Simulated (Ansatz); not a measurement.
**What biaxial strain +0.83 %, plane normal [111], relaxed out of plane does to Si**

The reference is Si in the diamond structure (space group Fd-3m, No. 227; a = 5.4021 Å). Axes: x, y, z lie along the cube axes.

The change: tensile biaxial strain of 0.83 % in the plane normal to [111], as in epitaxy on a mismatched substrate; the out-of-plane cell vector and the atoms relax.

Level of theory: LDA, PAW, 420 eV (Ansatz, a program for electronic structure; no spin-orbit coupling). k-mesh 11×11×11 (Γ-centred); smearing 0.05 eV (Fermi–Dirac).

* **Volume per atom**: 19.96 Å³ (base 19.71 Å³)
* **Space group**: R-3m (No. 166) (base Fd-3m (No. 227))
* **Shortest interatomic distance**: 234.0 pm (base 233.9 pm)
* **Energy relative to the base (free energy F)**: +1.9 meV/atom
* **Band gap**: 0.39 eV (base 0.45 eV)
* **Gap character**: indirect, Γ → F–Γ (13 % along)
* **Smallest direct gap**: 2.41 eV (base 2.53 eV)
* **Hole mass**: 0.099 mₑ out of plane, 0.59 mₑ in plane (at Γ)
* **Valence-band top at Γ (three highest levels, from the VBM)**: 0.00, -0.11, -0.11 eV (base 0.00, 0.00, 0.00 eV)
* **Valley order (the lowest conduction-band minima on the path, energy above the VBM, named in the base's zone)**: a point along [001], about 1.0 Å⁻¹ from Γ 0.39 eV; L along [111] 1.23 eV; L along [1-11] 1.40 eV (base a point along ⟨100⟩, about 1.0 Å⁻¹ from Γ 0.45 eV; L along ⟨111⟩ 1.48 eV)
* **Out-of-plane strain**: -0.38 %
* **Ratio −ε⊥/ε∥**: 0.46

Cost of the whole job for the changed cell (relaxation, final SCF and bands): roughly 22 core-seconds.

Masses are band curvatures over ±0.01 Å⁻¹ around the edge. No phonon test of stability was made. Labels are those of the standard path for the cell's own space group.
